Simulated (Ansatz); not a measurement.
This concerns the reaction energy. Reaction: GaN (wurtzite) + Al (fcc) → AlN (wurtzite) + Ga (Cmce). Negative: the products are lower in energy.

AlN (wurtzite, P6₃mc), 4 atoms in the cell, k-point mesh 12×12×8 on the run's own vectors.
```cif
data_Al2N2
_chemical_formula_sum 'Al2 N2'
_space_group_name_H-M_alt 'P 1'
_space_group_IT_number 1
_cell_length_a 3.13021
_cell_length_b 3.13021
_cell_length_c 5.01804
_cell_angle_alpha 90.000
_cell_angle_beta 90.000
_cell_angle_gamma 120.000
loop_
_space_group_symop_operation_xyz
  'x, y, z'
loop_
_atom_site_label
_atom_site_type_symbol
_atom_site_fract_x
_atom_site_fract_y
_atom_site_fract_z
_atom_site_occupancy
Al1 Al 0.66667 0.33333 0.49923 1
Al2 Al 0.33333 0.66667 0.99923 1
N1 N 0.66667 0.33333 0.88077 1
N2 N 0.33333 0.66667 0.38077 1
```

Ga (Cmce), 4 atoms in the cell, k-point mesh 16×16×14 on the run's own vectors. Conventional cell: a = 4.5914 Å, b = 7.7352 Å, c = 4.5770 Å, α = β = γ = 90.00°.

GaN (wurtzite, P6₃mc), 4 atoms in the cell, k-point mesh 12×12×8 on the run's own vectors.
```yaml
crystal:
  lattice:
    - [3.21837, 0.00000, 0.00000]
    - [-1.60919, 2.78719, 0.00000]
    - [0.00000, 0.00000, 5.24316]
  atoms:
    - { symbol: Ga, position: [0.66667, 0.33333, 0.49913] }
    - { symbol: Ga, position: [0.33333, 0.66667, 0.99913] }
    - { symbol: N, position: [0.66667, 0.33333, 0.87587] }
    - { symbol: N, position: [0.33333, 0.66667, 0.37587] }
```

Al (fcc, Fm-3m), 1 atom in the cell, k-point mesh 26×26×26 on the run's own vectors. Conventional cell: a = b = c = 4.0416 Å, α = β = γ = 90.00°.

Computed with Ansatz (plane waves, PAW), its default PAW set, cutoff 420 eV. The structures are at rest with PBE; other levels are single points on them. HSE06 runs on coarser k-point meshes, mended by the PBE difference between the two meshes. Some cells are metallic or hold partly filled levels, where a hybrid on a coarse mesh is less sure. Neutral cells; Fermi-Dirac smearing of at most 0.10 eV in the solids, energies taken to zero width. The lattices are those relaxed with PBE, so at other levels the solids can be strained, which adds to the spread. A dispersion term (D3(BJ), or D4 for r2SCAN) was computed beside these levels and is taken off wherever the name lacks it. Static lattices, no vibrational contributions.

What value does PBE give?

-1.85 eV, for GaN (wurtzite) + Al (fcc) → AlN (wurtzite) + Ga (Cmce).

What do the other levels give, and how wide is the spread?


```json
[
 {"Method": "HSE06", "value (eV)": "-1.90", "less PBE": "-0.05"}
]
```

The levels span only 0.05 eV, too little to tell them apart.

Ansatz is an electronic-structure program.
